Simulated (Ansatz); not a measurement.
**CoO: pressure series**

Base system: CoO in the rock salt structure (space group Fm-3m, No. 225; ferromagnetic).

```
CoO
1.0
    0.00000     2.12388     2.12388
    2.12388     0.00000     2.12388
    2.12388     2.12388     0.00000
O Co
1 1
Direct
  0.00000   0.00000   0.00000
  0.50000   0.50000   0.50000
```

Cell and atoms are relaxed at each pressure.

Calculations: PBE/PAW in Ansatz (a program for electronic structure), without spin-orbit coupling.

```csv
pressure (GPa),volume per atom (Å³/atom)
-2,9.698
-1,?
0,9.581
0.3,9.564
0.7,9.542
1.5,9.495
3,9.410
5,9.300
7.5,9.169
```

**Question.** Fit the third-order Birch–Murnaghan form P(V) = (3B₀/2)[(V₀/V)^(7/3) − (V₀/V)^(5/3)]·[1 + (3/4)(B₀′ − 4)((V₀/V)^(2/3) − 1)] (squares taken in P) to the rows shown and predict the withheld row.

**Answer.** Least squares on the printed values gives V₀ = 9.581 Å³/atom, B₀ = 165 GPa, B₀′ = 1.6; this predicts 9.639 Å³/atom, and the run gives 9.639 Å³/atom, in agreement.

Measured bulk modulus of CoO: 186.93 GPa (room temperature; as listed in Pitike et al., arXiv (2020)); the computed value is for a static lattice, so the two differ by thermal effects too.

Load acts through the strain it causes; cell and atoms are relaxed under it. No phonon test of stability was made. No other phases were tried under pressure. No Hubbard U is applied and the magnetic state is the run's own (CoO ferromagnetic); small cells can't hold the antiferromagnetic order that many such compounds have, so gaps and moments can be off. In its common phase, real CoO is an antiferromagnetic insulator at low temperature.
